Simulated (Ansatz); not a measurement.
CsCl-type BaS (model structure), treated with LDA in Ansatz (plane waves, PAW).

Numerical settings: plane-wave cutoff 500 eV, 10×10×10 k mesh, Fermi–Dirac smearing 0.05 eV, scalar-relativistic PAW data made under PBE.

Cell (relaxed at this level):

```cif
data_BaS
_chemical_formula_sum 'Ba1 S1'
_space_group_name_H-M_alt 'P 1'
_space_group_IT_number 1
_cell_length_a 3.73091
_cell_length_b 3.73091
_cell_length_c 3.73091
_cell_angle_alpha 90.000
_cell_angle_beta 90.000
_cell_angle_gamma 90.000
loop_
_space_group_symop_operation_xyz
  'x, y, z'
loop_
_atom_site_label
_atom_site_type_symbol
_atom_site_fract_x
_atom_site_fract_y
_atom_site_fract_z
_atom_site_occupancy
Ba1 Ba 0.00000 0.00000 0.00000 1
S1 S 0.50000 0.50000 0.50000 1
```

### Question
Estimate the band gap that the calculation returns.

### Answer

* **band gap**: 1.26 eV (on the SCF k mesh)

Note: the relaxation could raise the start's symmetry but not lower it, so the cell can be a saddle point.

Spin–orbit coupling is not included.

Static lattice: no zero-point or thermal effects.

The result took very roughly 9 core-seconds.

A model structure was made by putting elements into a prototype or built by hand; it is no filed structure, need not be a known phase, and can be a saddle point held by its symmetry.

Ansatz is a quantum-chemistry and plane-wave program.
